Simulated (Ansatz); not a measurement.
Consider HfS$_{2}$ in the CdI2 type structure (space group P-3m1, No. 164; a = 3.5475 Å, c = 5.5768 Å; layered, stacked along the Cartesian z axis).

The change: a hydrostatic pressure of 0.7 GPa.

Level of theory: DFT with PBEsol-D3(BJ), PAW potentials and a 420 eV plane-wave cutoff in Ansatz (a quantum-chemistry and plane-wave program), no spin-orbit coupling.

Base, band edges from the VBM (valence, conduction): K -1.96, 2.29; H -2.20, 2.57; M -1.77, 0.62; L -1.05, 0.45; A -0.56, 1.53; Γ 0.00, 1.62 eV.

Give the band edges at the high-symmetry points of the new zone, measured from its valence-band maximum.


| point | valence edge (eV) | conduction edge (eV) |
|---|---|---|
| Γ | 0.00 | 1.57 |
| M | -1.86 | 0.53 |
| K | -2.00 | 2.25 |
| A | -0.64 | 1.47 |
| L | -1.08 | 0.36 |
| H | -2.26 | 2.54 |

The gap is 0.36 eV, indirect, Γ → L.

With Hf present, leaving out spin-orbit coupling can change the band edges. Load acts through the strain it causes; cell and atoms are relaxed under it. Stability against distortions was not tested.
